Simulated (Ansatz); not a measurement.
**C axis length of SnS2 (model structure, started from the 3R-MoS2 type, R3m, No. 160, 3 atoms in the cell) at several levels of theory**

No measured value is used here.

| level (code) | value (Å) |
|---|---|
| PBE (Ansatz) | 20.190 |
| PBEsol (Ansatz) | 17.557 |
| PBE-D3(BJ) (Ansatz) | 17.492 |

Ansatz's density-functional and Hartree–Fock values are scalar-relativistic unless marked +SOC, with PAW data made under PBE.

A model structure was made by putting elements into a prototype or built by hand; it is no filed structure, need not be a known phase, and can be a saddle point held by its symmetry.

Ansatz is a program for electronic structure.
